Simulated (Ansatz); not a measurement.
**Mo: strain along the normal**

Mo (bcc, Im-3m, 15.642 Å³/atom and stress up to 0.01 GPa in the relaxed cell) under an equal strain ε in the (001) plane with the normal axis free, as in a coherent film. r2SCAN in Ansatz, a plane-wave DFT program (PAW, default set), 500 eV, 29×29×29 Γ-centred mesh, Fermi-Dirac smearing 0.10 eV.

Here s stands for strain and y for normal strain.

| strain (%) | normal strain (%) |
|---|---|
| -1.50 | 1.04 |
| -1.00 | 0.68 |
| -0.50 | 0.34 |
| 0.00 | 0.00 |
| 0.50 | -0.33 |
| 1.00 | -0.64 |
| 1.50 | -0.96 |
| 3.00 | ? |

Fit y of the 7 rows that show it with a straight line. Means: s 0, y 0.019. About the means, the sum of products is -4.6550 and the sum of squares of s is 7.0000; the slope is their ratio. Least squares gives y = 0.019 - 0.6650·s. Residuals (row less fit): 0.024, -0.004, -0.012, -0.019, -0.017, 0.006, 0.019; standard error 0.019 (degrees of freedom: 5). The slope, about -0.67, is the elastic response of the normal axis, −2C12/C11 for this plane.

**Question.** What does the fit predict for y at s = 3.00, and how far is the calculated value from it?

**Answer.** y = 0.019 - 0.6650 × 3.0 = -1.976%. The calculation gives -1.87%, 0.106% above the prediction (3.6 % of the range of y in the table). The row lies outside the fitted rows, so this is an extrapolation. From the scatter of the fitted rows alone, a prediction at this place has a standard error of 0.029%, so the miss is 3.7 times that.

A polynomial of degree 2 through the 12 other runs of the series gives -1.83 there. In a metal these values are sensitive to mesh and smearing; energies are taken to zero smearing, stresses follow the free energy. Rows are the converged runs of the series near zero and its far end, less any whose ions stayed unrelaxed beside relaxed ones; series whose fitted rows scatter by over a few per cent of the range, as at a crossing or softening among them, aren't shown in this form. Most that stay on the fit to the last digits aren't either.
